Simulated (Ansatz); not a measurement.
Si (diamond structure), Σ17 (223) [1-10] symmetric tilt. One P atom replaces one Si atom in a bicrystal of 62 atoms (one solute to 62 Å² of one boundary, a high coverage); atoms relaxed, cell held. Energies count from the site farthest from both boundaries, which lies only 5.1 Å away; negative means that the solute is drawn to the site. The cell is neutral, and spin is allowed where the electrons are odd. k-points: Γ-centred 2×6×1 mesh; occupations: Fermi-Dirac, 0.050 eV; spin-polarised, moments started parallel. No spin-orbit coupling.

Sites tried, by distance from the nearest boundary plane (Å): 0.00, 0.00, 1.23, 1.93.

Question: Does P segregate by PBE in Ansatz (an electronic-structure program), and with what energy at each site?

Answer: 0.00 Å: -0.08 eV; 0.00 Å: -0.08 eV; 1.23 Å: 0.31 eV; 1.93 Å: -0.15 eV. The most favoured site tried binds it by 0.15 eV.
